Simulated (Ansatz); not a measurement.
The reference is WC (space group P-6m2, No. 187; relaxed with 0.1 eV smearing).

```
WC
1.0
    2.92246     0.00000     0.00000
   -1.46123     2.53092     0.00000
    0.00000     0.00000     2.84619
W C
1 1
Direct
  0.00000   0.00000   0.00000
  0.33333   0.66667   0.50000
```

Cartesian axes are those of the cell as printed.

Computed with PBE, PAW, 420 eV (Ansatz, a quantum-chemistry and plane-wave program; no spin-orbit coupling).

Perturbation: uniaxial strain ε_zz = +3.00 %, all other strain components held at zero, atoms relaxed at fixed cell.

### Question
Predict the stress tensor and what it implies for the stiffness.

### Answer
Stress of the strained cell less that of the base (GPa, compression positive):
```
   -4.6     0.0     0.0
    0.0    -4.6     0.0
    0.0     0.0   -25.7
```

Then −Δσ_ii/ε with ε = 0.0300 gives secant stiffness values (nonlinear terms included at this strain): C33 ≈ 857 GPa, C13 ≈ 152 GPa and C23 ≈ 152 GPa.

As a check, the harmonic strain energy −½ V₀ Δσ:ε is 25 meV/atom; the computed energy rise is 26 meV/atom.

Whether these cells are dynamically stable was not tested. The final runs are not spin-polarised.
